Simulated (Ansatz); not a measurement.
**Fermi-surface data of MoP2 (Cmc2_1)**

Here is the system:

```
MoP2
1.0
    1.56185    -5.57219     0.00000
    1.56185     5.57219     0.00000
    0.00000     0.00000     4.95079
Mo P
2 4
Cartesian
  1.56185  -4.53214   2.46391
  1.56185   4.53214   4.93931
  1.56185  -0.77922   1.88087
  1.56185   0.77922   4.35627
  1.56185   2.26529   0.97736
  1.56185  -2.26529   3.45276
```

All values below come from PBEsol, rigid bands (plane waves, PAW, scalar-relativistic; Ansatz, a quantum-chemistry and plane-wave program). How the cell was made: cell and atoms relaxed with PBEsol.

The density of states at the Fermi level comes out as 1.08 states/(eV·cell), both spins and the bare Sommerfeld coefficient is 0.42 mJ/(mol of atoms·K²). The drude plasma energy comes out as 2.0 (x), 1.71 (y), 2.3 (z) eV and the root-mean-square Fermi velocity comes out as 3.5e5 m/s. The resistivity times τ comes out as 122 (x), 166 (y), 91 (z) ×10⁻²² Ω·m·s.

A metal at this level (no band gap); rigid bands, thermally averaged at 300 K, both spins. Spin-orbit coupling is left out. τ is one relaxation time for all states.

Computed structure with no diffraction record at hand here (it may be known, metastable or hypothetical): MoP2 (Cmc2_1).
